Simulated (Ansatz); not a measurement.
## BeS: response to strain

The reference is BeS in the zinc blende structure (space group F-43m, No. 216).

```yaml
crystal:
  lattice:
    - [0.00000, 2.43428, 2.43428]
    - [2.43428, 0.00000, 2.43428]
    - [2.43428, 2.43428, 0.00000]
  atoms:
    - { symbol: S, position: [0.75000, 0.75000, 0.75000] }
    - { symbol: Be, position: [0.00000, 0.00000, 0.00000] }
```

Cartesian axes are those of the cell as printed.

Strains are applied to the cell and any free atomic positions relax; under stress the whole cell relaxes.

The values are results of r2SCAN (Ansatz, a first-principles code), spin-orbit coupling left out, not measurements.

Candidates:
(a) uniaxial strain ε_yy = −5.85 %
(b) uniaxial strain ε_yy = −2.55 %
(c) strain tensor (xx, yy, zz, yz, xz, xy) = (+0.53, +0.75, −0.02, +0.44, +2.28, +0.09) %
(d) uniaxial stress, 8 GPa tension along z

Notes on the quantities. energy relative to the base: free energy F.

Task: Order them by energy relative to the base, lowest first.

Result: (b) uniaxial strain ε_yy = −2.55 % (+4.9 meV/atom), (c) strain tensor (xx, yy, zz, yz, xz, xy) = (+0.53, +0.75, −0.02, +0.44, +2.28, +0.09) % (+9.2 meV/atom), (d) uniaxial stress, 8 GPa tension along z (+21 meV/atom), (a) uniaxial strain ε_yy = −5.85 % (+26 meV/atom)

Stability under load was not tested beyond the relaxation.
